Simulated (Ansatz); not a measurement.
Band structure of CoPd₃ (Pm-3m, 4 atoms in the cell).

```yaml
crystal:
  lattice:
    - [3.89388, 0.00000, 0.00000]
    - [0.00000, 3.89388, 0.00000]
    - [0.00000, 0.00000, 3.89388]
  atoms:
    - { symbol: Co, position: [0.00000, 0.00000, 0.00000], spin: 3.0 }
    - { symbol: Pd, position: [0.00000, 0.50000, 0.50000], spin: 1.0 }
    - { symbol: Pd, position: [0.50000, 0.00000, 0.50000], spin: 1.0 }
    - { symbol: Pd, position: [0.50000, 0.50000, 0.00000], spin: 1.0 }
```
(The spins are starting values, not results.)

Level of theory: PBEsol, PAW files made with PBE (plane waves; Ansatz, a program for electronic structure).

Settings: basis.ecutwfc = 420 eV; kpoints.mp_grid.grid = 9 9 9; hamiltonian.xc = pbesol; hamiltonian.pseudopotentials = {kind: paw} (an earlier, softer set of the program's PAW files); magnetization.spin_polarized = true; scf.occupations.method = fermi_dirac; scf.occupations.width = 0.1 eV; kpoints.band_path.npoints = 8.

The starting cell comes from a database of computed structures (which also holds hypothetical and non-ambient phases and stackings), without a prior relaxation at this level. Its lattice was rescaled by a random factor within 2.5 % of one. The magnetic order is the one reached from the typed start; others were not searched systematically.

Levels in eV from the Fermi level, bands 34 to 41 of the first spin channel:
| point | 34 | 35 | 36 | 37 | 38 | 39 | 40 | 41 |
|---|---|---|---|---|---|---|---|---|
| Γ | -0.30 | 0.03 | 0.03 | 0.03 | 2.68 | 2.68 | 2.68 | 9.18 |
| X | -1.53 | -1.48 | -0.89 | -0.86 | 0.03 | 7.77 | 7.77 | 7.91 |
| M | -1.88 | -1.53 | -1.49 | 0.91 | 1.07 | 1.90 | 1.90 | 10.43 |
| R | -0.28 | -0.28 | -0.28 | 0.31 | 0.31 | 0.31 | 0.87 | 5.63 |

Bands cross the Fermi level along this path, so the cell is metallic at this level.

The net moment of the cell came out as 3.07 μB.

Keys are those of Ansatz 0.2.
